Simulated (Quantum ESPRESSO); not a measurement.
Quantum ESPRESSO run on Mg₅Ge (F-43m, 6 atoms in the cell): self-consistent single point.

Computed with PBEsol, GBRV 1.5 ultrasoft (PBESOL) pseudopotentials (plane waves; Quantum ESPRESSO).

```xyz
6
Lattice="-4.0968 0.0000 4.0968 0.0000 4.0968 4.0968 -4.0968 4.0968 0.0000" Properties=species:S:1:pos:R:3 pbc="T T T"
Mg    -6.1451     6.1451     6.1451
Mg    -3.0713     5.1223     5.1223
Mg    -3.0713     3.0713     3.0713
Mg    -5.1223     3.0713     5.1223
Mg    -5.1223     5.1223     3.0713
Ge     0.0000     0.0000     0.0000
```

Reference input (self-consistent single point, DFT, PBEsol, plane waves, GBRV 1.5 ultrasoft (PBESOL) pseudopotentials): ecutwfc = 50 Ry; ecutrho = 250 Ry; occupations = smearing; smearing = fd; degauss = 0.0073499 Ry; potentials = {Mg: mg_pbesol_v1.4.uspp.F.UPF, Ge: ge_pbesol_v1.4.uspp.F.UPF}; K_POINTS = automatic 6 6 6 0 0 0; conv_thr = 1e-10 Ry; mixing_beta = 0.4. This run's input differs from it in these lines:

```diff
@@ -16,3 +16,3 @@
    occupations = 'smearing'
-   smearing = 'fd'
+   smearing = 'cold'
    degauss = 0.0073499
```

Output, abridged:

```
     Self-consistent Calculation

     iteration #  1     ecut=    50.00 Ry     beta= 0.40

     total energy              =    -838.68381780 Ry
     estimated scf accuracy    <       0.69995206 Ry

     iteration #  2     ecut=    50.00 Ry     beta= 0.40

     total energy              =    -838.70106622 Ry
     estimated scf accuracy    <       0.09264685 Ry

     iteration #  3     ecut=    50.00 Ry     beta= 0.40

     total energy              =    -838.71081281 Ry
     estimated scf accuracy    <       0.00798945 Ry

   [... 5 blocks of this kind left out ...]

     iteration #  9     ecut=    50.00 Ry     beta= 0.40

     total energy              =    -838.71082363 Ry
     estimated scf accuracy    <          1.5E-09 Ry

     iteration # 10     ecut=    50.00 Ry     beta= 0.40
     End of self-consistent calculation

     the Fermi energy is     5.8344 ev

!    total energy              =    -838.71082363 Ry
     estimated scf accuracy    <          9.1E-11 Ry
     smearing contrib. (-TS)   =      -0.00020260 Ry
     internal energy E=F+TS    =    -838.71062103 Ry

     convergence has been achieved in  10 iterations

     Forces acting on atoms (cartesian axes, Ry/au):

     atom    1 type  1   force =     0.00000000   -0.00000000    0.00000000
     atom    2 type  1   force =    -0.00126096   -0.00126096   -0.00126096
     atom    3 type  1   force =    -0.00126096    0.00126096    0.00126096
     atom    4 type  1   force =     0.00126096    0.00126096   -0.00126096
     atom    5 type  1   force =     0.00126096   -0.00126096    0.00126096
     atom    6 type  2   force =     0.00000000    0.00000000   -0.00000000

     Total force =     0.004368     Total SCF correction =     0.000003

          total   stress  (Ry/bohr**3)                   (kbar)     P=      -11.40
  -0.00007747   0.00000000   0.00000000          -11.40        0.00        0.00
   0.00000000  -0.00007747  -0.00000000            0.00      -11.40       -0.00
   0.00000000  -0.00000000  -0.00007747            0.00       -0.00      -11.40

   JOB DONE.
```

The run converged in 10 iterations. Against the reference run the free energy goes up by 9.1 meV/atom, the pressure moves little (-1.13 to -1.14 GPa) and the largest force goes from 0.035 to 0.056 eV/Å.

The starting cell comes from a database of computed structures (which also holds hypothetical and non-ambient phases and stackings), without a prior relaxation at this level.

Cost on one core of a shared machine: roughly 70 s.
